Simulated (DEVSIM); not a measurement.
Device: abrupt CdTe p-n junction, at 300 K.

```
layer (left to right)  material  thickness (μm)  Nd (cm⁻³)  Na (cm⁻³)  τn (s)  τp (s)
---------------------  --------  --------------  ---------  ---------  ------  ------
1                          CdTe            53.0          -     7.5e16  1.6e-9  1.6e-9
2                          CdTe            1.40     2.5e16          -  1.6e-9  1.6e-9
```

Left contact: ohmic. Right contact: ohmic. Voltage is applied to the left contact. Recombination: SRH at mid-gap, radiative, Auger. Mobility is constant in doping.

Constants are typed, rounded textbook-type inputs, not results; the design itself was drawn at random and stands for no fabricated device. Values at 300 K.

```tsv
parameter	CdTe
gap (eV)	1.5
affinity (eV)	4.28
permittivity	10.2
Nc (cm⁻³)	8e17
Nv (cm⁻³)	1.8e19
μn (cm²/Vs)	1000
μp (cm²/Vs)	80
B (cm³/s)	1e-10
Cn (cm⁶/s)	1e-30
Cp (cm⁶/s)	1e-30
```

Model (solved in DEVSIM): 1D drift-diffusion, Boltzmann statistics, complete ionisation; no tunnelling, impact ionisation, image-force lowering or self-heating.

Task: Tabulate band edges, carrier densities and field at zero bias.

Result: Energies count from the Fermi level of the right contact; mesh points crowd at the junctions.

| x (μm) | Ec (eV) | Ev (eV) | n (cm⁻³) | p (cm⁻³) | field (V/cm) |
|---|---|---|---|---|---|
| 0.000 | 1.358 | -0.142 | < 1e2 | 7.5e16 | ≈ 0 |
| 0.03490 | 1.358 | -0.142 | < 1e2 | 7.5e16 | ≈ 0 |
| 0.1265 | 1.358 | -0.142 | < 1e2 | 7.5e16 | ≈ 0 |
| 0.3453 | 1.358 | -0.142 | < 1e2 | 7.5e16 | ≈ 0 |
| 1.231 | 1.358 | -0.142 | < 1e2 | 7.5e16 | ≈ 0 |
| 3.183 | 1.358 | -0.142 | < 1e2 | 7.5e16 | ≈ 0 |
| 7.842 | 1.358 | -0.142 | < 1e2 | 7.5e16 | ≈ 0 |
| 26.50 | 1.358 | -0.142 | < 1e2 | 7.5e16 | ≈ 0 |
| 42.21 | 1.358 | -0.142 | < 1e2 | 7.5e16 | ≈ 0 |
| 48.79 | 1.358 | -0.142 | < 1e2 | 7.5e16 | ≈ 0 |
| 51.30 | 1.358 | -0.142 | < 1e2 | 7.5e16 | ≈ 0 |
| 52.52 | 1.358 | -0.142 | < 1e2 | 7.5e16 | ≈ 0 |
| 52.83 | 1.358 | -0.142 | < 1e2 | 7.5e16 | ≈ 0 |
| 52.94 | 1.327 | -0.173 | < 1e2 | 2.3e16 | -19000 |
| 53.00 | 1.025 | -0.475 | < 1e2 | 1.9e11 | -90000 |
| 53.03 | 0.743 | -0.757 | 270000 | 3400000 | -75000 |
| 53.12 | 0.260 | -1.240 | 3.4e13 | < 1e2 | -36000 |
| 53.32 | 0.090 | -1.410 | 2.5e16 | < 1e2 | -50 |
| 53.95 | 0.090 | -1.410 | 2.5e16 | < 1e2 | ≈ 0 |
| 54.23 | 0.090 | -1.410 | 2.5e16 | < 1e2 | ≈ 0 |
| 54.34 | 0.090 | -1.410 | 2.5e16 | < 1e2 | ≈ 0 |
| 54.40 | 0.090 | -1.410 | 2.5e16 | < 1e2 | ≈ 0 |
